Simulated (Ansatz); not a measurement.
The reference is TiO₂ in the rutile structure (space group P4_2/mnm, No. 136; a = 4.643 Å, c = 2.964 Å).

The values are results of PBE/PAW in Ansatz (an electronic-structure program), scalar-relativistic without spin-orbit coupling, not measurements.

One change was made to it. Results:

The electron mass becomes 0.57 mₑ along c, 1.2 mₑ across (at Γ) (base: 0.58 mₑ along c, 1.2 mₑ across (at Γ)); the band gap is still 1.86 eV; the density rises by 0.02 g/cm³, from 4.15 g/cm³ to 4.17 g/cm³; the valence-band top at Γ (three highest levels, from the VBM) remains 0.00, -0.43, -0.43 eV.

### Question
What was done to the base?
A. pressure 4.5 GPa
B. pressure 9 GPa
C. pressure 0.9 GPa
D. pressure 22.5 GPa
E. pressure 15 GPa

### Answer
C, pressure 0.9 GPa. For comparison, the electron mass in the other runs: pressure 22.5 GPa gives 0.53 mₑ along c, 1.1 mₑ across (at Γ); pressure 4.5 GPa gives 0.57 mₑ along c, 1.1 mₑ across (at Γ); pressure 9 GPa gives 0.56 mₑ along c, 1.1 mₑ across (at Γ); pressure 15 GPa gives 0.54 mₑ along c, 1.1 mₑ across (at Γ).

Load acts through the strain it causes; cell and atoms are relaxed under it. Effective masses come from finite differences of ±0.01 Å⁻¹. Stability against distortions was not tested. No other phases were tried under pressure. The final runs are not spin-polarised.
